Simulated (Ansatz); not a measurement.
# GeSb₄Te₇ (P-3m1, No. 164, 12 atoms in the cell; start mp-29641)

All values below come from PBE+SOC (Ansatz, a quantum-chemistry and plane-wave program, plane waves, PAW).

Numerical settings: plane-wave cutoff 520 eV, 6×6×2 k mesh (along the axes of the cell as run), Fermi–Dirac smearing 0.01 eV, PAW data made under PBE.

Cell (relaxed with PBE-D3(BJ)):

```yaml
crystal:
  lattice:
    - [4.25885, 0.00000, 0.00000]
    - [-2.12942, 3.68827, 0.00000]
    - [0.00000, 0.00000, 23.34723]
  atoms:
    - { symbol: Ge, position: [0.00000, 0.00000, 0.50000] }
    - { symbol: Sb, position: [0.66667, 0.33333, 0.91572] }
    - { symbol: Sb, position: [0.33333, 0.66667, 0.08428] }
    - { symbol: Sb, position: [0.33333, 0.66667, 0.34365] }
    - { symbol: Sb, position: [0.66667, 0.33333, 0.65635] }
    - { symbol: Te, position: [0.33333, 0.66667, 0.84200] }
    - { symbol: Te, position: [0.66667, 0.33333, 0.15800] }
    - { symbol: Te, position: [0.00000, 0.00000, 0.72985] }
    - { symbol: Te, position: [0.00000, 0.00000, 0.27015] }
    - { symbol: Te, position: [0.66667, 0.33333, 0.42883] }
    - { symbol: Te, position: [0.33333, 0.66667, 0.57117] }
    - { symbol: Te, position: [0.00000, 0.00000, 0.00000] }
```

For GeSb₄Te₇ (P-3m1, No. 164, 12 atoms in the cell; start mp-29641), the band gap is 0.06 eV (on the SCF k mesh).

Note: cell and atoms aren't relaxed at this level (pressure 2.5 GPa).

The computed numbers hold no vibrational or temperature effects.

A start named mp-… is a Materials Project structure, which need not be a measured phase.
